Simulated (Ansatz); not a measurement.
Terminations of the (111) surface of fcc Ir, measured from the surface 'clean 1x1'. Atoms come from or go to: Al: fcc Al, Co: hcp Co, ferromagnetic, Ga: alpha gallium, Ir: fcc Ir, Mn: fcc-type Mn, layered antiferromagnet, Ni: fcc Ni, ferromagnetic, Pb: fcc Pb, Pd: fcc Pd, Pt: fcc Pt, Zn: hcp Zn. ΔE is the energy of forming the row's surface from that one (negative: more stable at these reservoirs); the vacuum level's shift is aligned on the shared bottom. No zero-point or thermal terms. These are constructed structures in small cells; real faces may alloy, dewet or reconstruct in larger ones, and not all known structures of the face are among them. Slabs of about 11 Å, Fermi-Dirac smearing of 0.1 eV. Bottom of the slabs: a bare face, its two planes held. Relaxed from the named starts with such symmetry as they have, on meshes of like density; energies extrapolated to zero smearing; spin only where a row says so; no spin-orbit coupling, no U. Brackets mark spin-polarised runs, whose order is one that fits the cell. A dash marks a value that is undefined for that row (no clear gap, or no work function of a gapped slab) or was not read reliably on its mesh.

Computed with PBE (plane waves to 420 eV, PAW; Ansatz, a quantum-chemistry and plane-wave program).

```csv
surface,atoms added per 1x1,ΔE per 1x1 (eV),shift of the vacuum level (eV),work function (eV)
a pseudomorphic layer of Al in the host's stacking,+1 Al,-0.88,-1.05,4.46
"a pseudomorphic layer of Mn in the host's stacking [spin, 3.6 μB a cell]",+1 Mn,0.08,-1.13,4.37
"(√3x√3)R30° surface alloy, Pb on one Ir site of the top plane (3 Ir–Pb bonds broke)","-0.333 Ir, +0.333 Pb",-0.23,-1.64,3.87
a pseudomorphic layer of Pd in the host's stacking,+1 Pd,-0.32,-0.49,5.00
a layer of Al in place of the third plane,"+1 Al, -1 Ir",-1.01,0.21,5.73
"a pseudomorphic layer of Ni in the host's stacking [spin, 0.6 μB a cell]",+1 Ni,0.03,-0.67,4.82
"a pseudomorphic layer of Co in the other hollow [spin, 2.1 μB a cell]",+1 Co,0.18,-0.76,4.74
a layer of Pt in place of the second plane,"-1 Ir, +1 Pt",[?],0.16,5.65
"a layer of Co in place of the second plane [spin, 2.2 μB a cell]","+1 Co, -1 Ir",-0.05,-0.11,5.38
clean 1x1,none,0.00,0.00,5.49
a pseudomorphic layer of Ga in the host's stacking,+1 Ga,[?],-1.02,4.48
a pseudomorphic layer of Zn in the host's stacking,+1 Zn,[?],-1.01,4.49
```

Complete the blanks.


- a layer of Pt in place of the second plane, ΔE per 1x1 (eV): 0.22
- a pseudomorphic layer of Ga in the host's stacking, ΔE per 1x1 (eV): -0.69
- a pseudomorphic layer of Zn in the host's stacking, ΔE per 1x1 (eV): -0.76
